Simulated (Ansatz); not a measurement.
Base system: WSe₂ (space group P6_3/mmc, No. 194; layered, stacked along the Cartesian z axis).

```xyz
6
Lattice="3.2305 0.0000 0.0000 -1.6152 2.7977 0.0000 0.0000 0.0000 12.4111" Properties=species:S:1:pos:R:3 pbc="T T T"
W      1.6152     0.9326     9.3083
W      0.0000     1.8651     3.1028
Se     1.6152     0.9326     4.7838
Se     0.0000     1.8651    10.9894
Se     0.0000     1.8651     7.6273
Se     1.6152     0.9326     1.4217
```

Level of theory: Ansatz (a quantum-chemistry and plane-wave program) PBEsol-D3(BJ), no SOC.

Before the change:

| Property | Result |
|---|---|
| Band gap | 0.67 eV |

Now apply this change: an isotropic linear strain of −0.60 %, atoms relaxed at fixed cell.

Problem. Predict the new band gap.

Solution. The band gap shrinks by 0.045 eV to 0.63 eV.

Spin-orbit coupling, missing from the scalar runs, can matter with W. No phonon test of stability was made.
